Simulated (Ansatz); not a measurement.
Take CdS in the zinc blende structure (space group F-43m, No. 216; a = 5.8777 Å) as the base. Axes: x, y, z lie along the cube axes.

The change: biaxial strain −0.42 %, plane normal [111], relaxed out of plane (Cartesian); in-plane vectors clamped, the third vector and the atoms free.

Level of theory: r2SCAN (Ansatz, a first-principles code; PAW; 500 eV plane waves; spin-orbit coupling left out).

Q: Give the band edges at the high-symmetry points of the new zone, measured from its valence-band maximum.

A: 
```csv
point,valence edge (eV),conduction edge (eV)
Γ,0.00,1.54
T,-0.73,3.49
H₂,-2.19,5.71
H₀,-2.19,5.71
L,-0.74,3.42
S₀,-1.53,4.56
S₂,-1.53,4.56
F,-1.84,3.87
```

The gap is 1.54 eV, direct at Γ.

Semilocal Kohn–Sham gaps tend to fall short of experiment. Stability against distortions was not tested. k-point labels follow each cell's own Brillouin zone.
